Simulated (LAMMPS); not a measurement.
An MD run on a melt made from Cu (fcc), 256 atoms, at 1770 K and 0 GPa, brought to that temperature within a few picoseconds.

Model: classical MD, pair style bop, file AlCu.bop.table, run in LAMMPS.

```yaml
state_found: liquid
density: 8.387 ± 0.003 g/cm³
volume_per_atom: 12.582 ± 0.005 Å³/atom
enthalpy_per_atom: -2.835 ± 0.002 eV/atom
first peak of g(r): 2.52 Å, height 2.5
coordination_number: 13.1 (counted to 3.42 Å)
most common Cu-Cu-Cu angle: at the 3° bin centred on 55.5°, after smoothing over three bins (mean of all 96°)
self-diffusion coefficient of Cu (not corrected for cell size): (5.9 ± 0.3) × 10^-5 cm²/s
mean frequency of the vibrational (phonon) density of states: 4.5 THz
cost: about 10 core-minutes (a rough figure)
```

Potential: file AlCu.bop.table of the LAMMPS distribution; its header cites Zhou, Ward, and Foster, Phys. Chem. Chem. Phys., under consideration.

Caution: a run this short can hold a crystal over, or a liquid under, the potential's own melting point, which these runs don't give.

States go by the mean squared displacement: a species diffuses where it passes 1.5 Å², still rises and gives D over 1e-6 cm²/s; a crystal has left its structure where atoms lie 0.35 Å off their sites on average or a cubic box changes its shape by 3 %, or the axial ratios of another lie 8 % off the starting cell's, which the potential's own relaxation can also do.

Errors of D are the spread over four groups of atoms in one short run; a floor of about 5 %, a picked value, is safer.

The ± values are statistical; the model's systematic error is not in them.

```csv
r (Å),g(r)
1.780,0.000
1.820,0.016
1.860,0.034
1.900,0.072
1.940,0.107
1.980,0.176
2.020,0.265
2.060,0.421
2.100,0.612
2.140,0.820
2.180,1.03
2.220,1.44
2.260,1.69
2.300,1.78
2.340,2.09
2.380,2.28
2.420,2.44
2.460,2.30
2.500,2.41
2.540,2.46
2.580,2.30
2.620,2.04
2.660,1.85
2.700,1.75
2.740,1.68
2.780,1.52
2.820,1.37
2.860,1.15
2.900,1.06
2.940,0.972
2.980,0.932
3.020,0.775
3.060,0.787
3.100,0.722
3.140,0.762
3.180,0.690
3.220,0.655
3.260,0.653
3.300,0.669
3.340,0.641
3.380,0.640
3.420,0.679
3.460,0.652
3.500,0.595
3.540,0.650
3.580,0.682
3.620,0.663
3.660,0.718
3.700,0.701
3.740,0.738
3.780,0.785
3.820,0.757
3.860,0.743
3.900,0.754
3.940,0.811
3.980,0.847
4.020,0.881
4.060,0.960
4.100,0.967
4.140,0.957
4.180,1.03
4.220,0.991
4.260,1.05
4.300,1.12
4.340,1.12
4.380,1.15
4.420,1.21
4.460,1.22
4.500,1.24
4.540,1.25
4.580,1.22
4.620,1.24
4.660,1.27
4.700,1.28
4.740,1.26
4.780,1.19
4.820,1.19
4.860,1.16
4.900,1.19
4.940,1.11
4.980,1.14
5.020,1.13
5.060,1.05
5.100,1.03
5.140,1.02
5.180,0.996
5.220,0.986
5.260,0.967
5.300,0.934
5.340,0.925
5.380,0.882
5.420,0.898
5.460,0.858
5.500,0.866
5.540,0.863
5.580,0.874
5.620,0.862
5.660,0.879
5.700,0.834
5.740,0.886
5.780,0.877
```
